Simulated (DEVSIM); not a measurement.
System: Pd/SiO2/p-Ge capacitor, at 300 K.

```tsv
layer (left to right)	material	thickness (nm)	Na (cm⁻³)
1	SiO2	2.60	-
2	Ge	2700	4.9e16
```

Metal gate on the left, work function 5.2 eV. Fixed charge at the semiconductor interface -5.2e10 cm⁻² (in units of +e); no interface traps.

The device is made up for the run: typed textbook-type constants, with dimensions and the other settings drawn at random. Values at 300 K.

| parameter | SiO2 | Ge |
|---|---|---|
| gap (eV) | 9 | 0.664 |
| affinity (eV) | 0.9 | 4 |
| permittivity | 3.9 | 16 |
| Nc (cm⁻³) | - | 1.04e19 |
| Nv (cm⁻³) | - | 6e18 |

Simulated with DEVSIM: 1D Poisson equation in equilibrium, Boltzmann statistics, complete ionisation; no quantum confinement or tunnelling. Metal contacts follow the ideal Schottky-Mott rule: no Fermi-level pinning, no interface dipoles.

The interface trap density was swept, all else fixed.

```json
[
 {"interface trap density (cm^-2 eV^-1)": "0", "flat-band voltage (V)": "0.67", "threshold voltage (band bending 2φF) (V)": "1.14", "minimum of the low-frequency capacitance (μF/cm²)": "0.129"},
 {"interface trap density (cm^-2 eV^-1)": "1e10", "flat-band voltage (V)": "0.67", "threshold voltage (band bending 2φF) (V)": "1.14", "minimum of the low-frequency capacitance (μF/cm²)": "0.131"},
 {"interface trap density (cm^-2 eV^-1)": "1e11", "flat-band voltage (V)": "0.66", "threshold voltage (band bending 2φF) (V)": "1.14", "minimum of the low-frequency capacitance (μF/cm²)": "0.142"},
 {"interface trap density (cm^-2 eV^-1)": "3e11", "flat-band voltage (V)": "0.65", "threshold voltage (band bending 2φF) (V)": "1.14", "minimum of the low-frequency capacitance (μF/cm²)": "0.167"},
 {"interface trap density (cm^-2 eV^-1)": "1e12", "flat-band voltage (V)": "0.63", "threshold voltage (band bending 2φF) (V)": "1.15", "minimum of the low-frequency capacitance (μF/cm²)": "[?]"},
 {"interface trap density (cm^-2 eV^-1)": "2e12", "flat-band voltage (V)": "0.58", "threshold voltage (band bending 2φF) (V)": "1.15", "minimum of the low-frequency capacitance (μF/cm²)": "0.344"}
]
```

**Question.** Some entries are withheld; supply them.

**Answer.** 
- 1e12, minimum of the low-frequency capacitance (μF/cm²): 0.247
